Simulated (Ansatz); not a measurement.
This Ansatz (a program for electronic structure) input is the reference run, Ti₃Al (space group P6_3/mmc, No. 194), computed with plane-wave PAW DFT at the PBE level (Ansatz, 420 eV), no spin-orbit coupling, earlier PAW set:

Ansatz 0.2 input:
```yaml
crystal:
  lattice:
    - [5.7553011996, 0, 0]
    - [-2.8776505998, 4.9842370453, 0]
    - [0, 0, 4.6545984868]
  atoms:
    - { symbol: Ti, position: [0.8302488745, 0.6604977491, 0.25] }
    - { symbol: Ti, position: [0.1697511255, 0.8302488745, 0.75] }
    - { symbol: Ti, position: [0.3395022509, 0.1697511255, 0.25] }
    - { symbol: Ti, position: [0.1697511255, 0.3395022509, 0.75] }
    - { symbol: Ti, position: [0.8302488745, 0.1697511255, 0.25] }
    - { symbol: Ti, position: [0.6604977491, 0.8302488745, 0.75] }
    - { symbol: Al, position: [0.3333333333, 0.6666666667, 0.25] }
    - { symbol: Al, position: [0.6666666667, 0.3333333333, 0.75] }
basis: { ecutwfc: 420, ecutrho_ratio: 4, xc_grid: 2, fft_grid_basis: typed }
kpoints: { mp_grid: { grid: [10, 10, 10] } }
hamiltonian:
  xc: pbe
  dispersion: none
  pseudopotentials: { azcp: { folder: ./paw }, kind: paw }
scf: { occupations: { method: fermi_dirac, width: 0.05 }, convergence: { dr2_threshold: 0.0000000008 } }
output: { forces: true, stress: true }
checkpoint: { write: state.ck, write_every: 1000 }
```

Write the input for this change: compressive biaxial strain of 1.35 % in the plane normal to [001], as in epitaxy on a mismatched substrate; the out-of-plane cell vector and the atoms relax.


Ansatz 0.2 input:
```yaml
crystal:
  lattice:
    - [5.6776046334, 0, 0]
    - [2.8388023167, 4.9169498452, 0]
    - [0, 0, 4.6860170266]
  atoms:
    - { symbol: Ti, position: [0.8302488745, 0.8302488745, 0.25] }
    - { symbol: Ti, position: [0.1697511255, 0.6604977491, 0.75] }
    - { symbol: Ti, position: [0.3395022509, 0.8302488745, 0.25] }
    - { symbol: Ti, position: [0.1697511255, 0.1697511255, 0.75] }
    - { symbol: Ti, position: [0.8302488745, 0.3395022509, 0.25] }
    - { symbol: Ti, position: [0.6604977491, 0.1697511255, 0.75] }
    - { symbol: Al, position: [0.3333333333, 0.3333333333, 0.25] }
    - { symbol: Al, position: [0.6666666667, 0.6666666667, 0.75] }
basis: { ecutwfc: 420, ecutrho_ratio: 4, xc_grid: 2, fft_grid_basis: typed }
kpoints: { mp_grid: { grid: [10, 10, 10] } }
hamiltonian:
  xc: pbe
  dispersion: none
  pseudopotentials: { azcp: { folder: ./paw }, kind: paw }
scf: { occupations: { method: fermi_dirac, width: 0.05 } }
relax: { f_tol: 0.005, max_steps: 50, cell: { stress_tol: 0.01, fix: [a, b, gamma] } }
output: { forces: true, stress: true }
checkpoint: { write: state.ck, write_every: 1000 }
```
This is the input that was run; other choices of cell and start would serve too.

Stability against distortions was not tested. All final runs are without spin polarisation.
